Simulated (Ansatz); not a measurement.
For AlGeO₃ (model structure, started from the PbTiO3 type, P4mm, No. 99, 5 atoms in the cell), LDA in Ansatz (PAW) gives:

lattice constant a: 3.419 Å
lattice parameter c: 4.445 Å
cohesive energy: 6.14 eV/atom

Q: What does r²SCAN+rVV10 (Ansatz, a program for electronic structure, plane waves, PAW) give for the same quantities?

A: 
- lattice constant a: 3.442 Å (rises by 0.7 %)
- lattice parameter c: 4.478 Å (goes up by 0.7 %)
- cohesive energy: 5.25 eV/atom (drops by 0.89 eV/atom)

Changes are worked out from the printed values.

Unless a cell is named, each level is at its own relaxed cell (LDA 10.39, r²SCAN+rVV10 10.61 Å³/atom).

Ansatz's density-functional and Hartree–Fock values are scalar-relativistic unless marked +SOC, with PAW data made under PBE.

A model structure was made by putting elements into a prototype or built by hand; it is no filed structure, need not be a known phase, and can be a saddle point held by its symmetry.
